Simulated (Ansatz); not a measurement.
Band structure of Al₂Au (Fm-3m, 3 atoms in the cell).

```
Al2Au
1.0
    0.00000     3.02966     3.02966
    3.02966     0.00000     3.02966
    3.02966     3.02966     0.00000
Al Au
2 1
Direct
  0.25000   0.25000   0.25000
  0.75000   0.75000   0.75000
  0.00000   0.00000   0.00000
```

Level of theory: PBE (plane waves, PAW; Ansatz, a first-principles code).

Settings: kpoints.mp_grid.grid = 6 6 6; hamiltonian.xc = pbe; hamiltonian.pseudopotentials = {kind: paw} (the program's default PAW files); scf.occupations.method = fermi_dirac; scf.occupations.width = 0.1 eV; kpoints.band_path.npoints = 8.

The starting cell comes from a database of computed structures (which also holds hypothetical and non-ambient phases and stackings), without a prior relaxation at this level. Its lattice was rescaled by a random factor within 2.5 % of one. Spin-orbit coupling is off.

Levels in eV from the Fermi level, bands 10 to 16:
| point | 10 | 11 | 12 | 13 | 14 | 15 | 16 |
|---|---|---|---|---|---|---|---|
| Γ | -5.45 | 2.08 | 2.99 | 2.99 | 2.99 | 3.84 | 3.84 |
| X | -5.16 | -4.86 | -1.99 | -1.99 | 1.16 | 2.14 | 7.63 |
| W | -5.04 | -3.91 | -3.91 | -2.08 | 4.06 | 4.06 | 5.17 |
| K | -5.36 | -4.49 | -3.28 | -1.27 | 1.80 | 4.35 | 5.98 |
| L | -5.34 | -5.28 | 0.42 | 0.42 | 3.28 | 3.43 | 3.77 |
| U | -5.36 | -4.49 | -3.28 | -1.27 | 1.80 | 4.35 | 5.98 |

Bands cross the Fermi level along this path, so the cell is metallic at this level.

Keys are those of Ansatz 0.2.
